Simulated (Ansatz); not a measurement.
Start from BN in the zinc blende structure (space group F-43m, No. 216).

```
CELL_PARAMETERS angstrom
      0.00000     1.81205     1.81205
      1.81205     0.00000     1.81205
      1.81205     1.81205     0.00000
ATOMIC_POSITIONS crystal
  N  0.75000 0.75000 0.75000
  B  0.00000 0.00000 0.00000
```

All numbers come from Ansatz (an electronic-structure program), PBE, PAW, cutoff 420 eV, scalar-relativistic without spin-orbit coupling, earlier PAW set.

One change was made to it. Results:

```json
[
 {"quantity": "lattice parameter a", "base": "3.624 Å", "after": "3.614 Å"},
 {"quantity": "smallest direct gap", "base": "8.79 eV", "after": "8.83 eV"},
 {"quantity": "hole mass (degenerate bands, along [100])", "base": "0.50, 0.53, 0.53 mₑ (at Γ)", "after": "0.51, 0.53, 0.53 mₑ (at Γ)"}
]
```

Q: Which of these changes matches the shifts?
A) pressure 0.3 GPa
B) pressure 7.5 GPa
C) pressure 3 GPa

A: C, pressure 3 GPa. For comparison, the lattice parameter a in the other runs: pressure 7.5 GPa gives 3.601 Å; pressure 0.3 GPa gives 3.623 Å.

Load acts through the strain it causes; cell and atoms are relaxed under it. Effective masses come from finite differences of ±0.01 Å⁻¹. Whether these cells are dynamically stable was not tested. Competing high-pressure phases were not computed.
